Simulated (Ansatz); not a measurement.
CuI (P6_3mc) under hydrostatic pressure: hole mass along z by PBEsol with spin-orbit coupling, rigid bands (plane waves, PAW; Ansatz, a quantum-chemistry and plane-wave program). The unloaded cell, whose axes the loads refer to:

```
CELL_PARAMETERS angstrom
      4.18683     0.00000     0.00000
     -2.09341     3.62590     0.00000
      0.00000     0.00000     6.89765
ATOMIC_POSITIONS crystal
  Cu 0.66667 0.33333 0.87374
  Cu 0.33333 0.66667 0.37374
  I  0.66667 0.33333 0.50126
  I  0.33333 0.66667 0.00126
```

| hydrostatic pressure (GPa) | volume per atom (Å³) | hole mass along z (mₑ) |
|---|---|---|
| -2 | 27.41 | 1.19 |
| 0 | 26.18 | ? |
| 2 | 25.23 | 1.12 |
| 5 | 24.11 | 1.08 |
| 10 | 22.72 | 1.03 |

Q: Fit a straight line to ln(hole mass along z) against the load over the rows given, and predict the row at 0 GPa.

A: The means are x̄ = 3.750 GPa and ȳ = 0.0985; Σ(x − x̄)(y − ȳ) = -0.9176 and Σ(x − x̄)² = 76.75, so the slope is -1.20 % per GPa, and the rows given lie within 0.68 % of the line. At 0 GPa the line gives 1.15 mₑ; the calculation gives 1.15 mₑ, 0.35 % from it.

Masses are for dilute carriers at 300 K, harmonic means over directions unless an axis is named. Stresses and pressures are the targets of the relaxation. The structure type is held at every load. Geometry: cell and atoms relaxed with PBEsol.
